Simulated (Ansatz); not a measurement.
# Computed paths: B-vacancy pair in silicon, charge state +1

Consider B-vacancy pair (B on one host Si site, one Si site vacant) in silicon, charge state +1. Level of theory: PBE, PAW (plane waves to 420 eV; Ansatz, a quantum-chemistry and plane-wave program).

216-site cell at the relaxed PBE lattice, one k-point at (0.250, 0.250, 0.250), smearing 0.01 eV, spin-restricted, no finite-size correction. No zero-point or tunnelling terms. The charge state is imposed; whether it is stable for some Fermi level was not computed. Forms of the defect that were not tried may lie lower.

Barriers: single points on a 2×2×2 k-point mesh shifted by half a step at the bands' geometries (they differ from the bands' own by up to 0.10 eV, and are uncertain by about as much).

| Route | Start site over the lowest site run (eV) | Hop (Å) | Forward barrier (eV) | Backward barrier (eV) | Neighbours at the start | Neighbours at the saddle | Saddle order | Forward, on the band's own sampling (eV) |
|---|---|---|---|---|---|---|---|---|
| one Si atom jumps into the vacancy from a nearby Si site (B-vacancy distance between ideal sites 3.87 → 5.96 Å) | 0.00 | 2.66 | 0.78 | 0.52 | Si at 2.35, 2 Si at 2.38 Å | 2 Si at 2.53, Si at 2.86, Si at 2.95, Si at 3.07, Si at 3.10 Å | first order | 0.68 |
| one Si atom jumps into the vacancy from a nearby Si site (B-vacancy distance between ideal sites 2.37 → 3.87 Å) | 0.00 | 2.75 | 0.96 | 0.96 | Si at 2.35, 2 Si at 2.38 Å | B at 2.90; 2 Si at 2.48, Si at 2.98 Å | first order | 1.02 |
| the B atom itself jumps into the vacancy (B-vacancy distance between ideal sites 2.37 Å throughout) | 0.00 | 3.49 | 2.33 | 2.33 | 3 Si at 2.04 Å | 2 Si at 2.17, Si at 2.55, Si at 2.56 Å | first order | 2.32 |

Paths come from nudged elastic bands with a climbing image. Of the routes that converged and passed our checks, the lowest saddle point lies 0.78 eV above the lowest of the sites run (one Si atom jumps into the vacancy from a nearby Si site (B-vacancy distance between ideal sites 3.87 → 5.96 Å)); other sites, such as split forms, and other routes may lie lower.
